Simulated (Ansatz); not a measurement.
Nb (model structure, started from the diamond type, Fd-3m, No. 227, 2 atoms in the cell) was calculated with LDA (Ansatz, a first-principles code, plane waves, PAW).

Settings: plane-wave cutoff 520 eV, 16×16×16 k mesh, Fermi–Dirac smearing 0.05 eV, no spin polarisation, scalar-relativistic PAW data made under PBE.

Cell (relaxed at this level):

```xyz
2
Lattice="0.0000 2.8763 2.8763 2.8763 0.0000 2.8763 2.8763 2.8763 0.0000" Properties=species:S:1:pos:R:3 pbc="T T T"
Nb     1.4382     1.4382     1.4382
Nb     0.0000     0.0000     0.0000
```

Predict the bulk modulus.


- bulk modulus = 82.4 GPa

Note: the run has no spin polarisation, so it can have missed a magnetic state; the bulk modulus is −V dP/dV from two relaxed cells at ±2 % in volume; the relaxation could raise the start's symmetry but not lower it, so the cell can be a saddle point.

Static lattice: no zero-point or thermal effects.

A model structure was made by putting elements into a prototype or built by hand; it is no filed structure, need not be a known phase, and can be a saddle point held by its symmetry.
